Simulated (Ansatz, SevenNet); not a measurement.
For CoSn (P6/mmm, No. 191), the machine-learned potential SevenNet-0 (trained on PBE and PBE+U data) gives:

* **Voigt–Reuss–Hill shear modulus**: 41.7 GPa
* **formation enthalpy**: -0.145 eV/atom

What does PBEsol (plane waves, PAW; Ansatz, an electronic-structure program) give for the same quantities?


- Voigt–Reuss–Hill shear modulus: 81.1 GPa (grows by 94 %)
- formation enthalpy: -0.150 eV/atom (moves by -0.005 eV/atom)

Changes are worked out from the printed values.

Unless a cell is named, each level is at its own relaxed cell (SevenNet-0 17.14, PBEsol 16.39 Å³/atom).

Levels without +SOC leave out spin–orbit coupling, which shifts energies and cells of such heavy elements.

The crystal itself was run without spin with PBEsol.

Ansatz's density-functional and Hartree–Fock values are scalar-relativistic unless marked +SOC, with PAW data made under PBE.
